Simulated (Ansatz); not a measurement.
CdI2 in the CdI2 type structure (space group P-3m1, No. 164; layered, stacked along the Cartesian z axis)

Space group P-3m1 (No. 164); a = 4.1526 Å, b = 4.1526 Å, c = 6.5535 Å, α = 90.00°, β = 90.00°, γ = 120.00°

```
atom  site  symmetry       x       y       z
----  ----  --------  ------  ------  ------
Cd      1a      -3m.  0.0000  0.0000  0.0000
I       2d       3m.  0.6667  0.3333  0.2611
```

Computed with PBEsol-D3(BJ) (Ansatz, a first-principles code), no spin-orbit coupling, earlier PAW set. Γ-centred 9×9×5 mesh, Fermi–Dirac width 0.05 eV.

| Property | Result |
|---|---|
| Volume per atom | 32.62 Å³ |
| Density | 6.21 g/cm³ |
| Band gap | 2.17 eV, indirect, K–Γ (77 % along) → k = (0, 0.444, -0.400) in the run's primitive reciprocal basis |
| Total energy | -7683.851 eV/atom (σ→0; compares only within this code and set-up) |

With I present, leaving out spin-orbit coupling can change the band edges. Gaps are read on the SCF mesh and a high-symmetry path. No phonon test of stability was made.
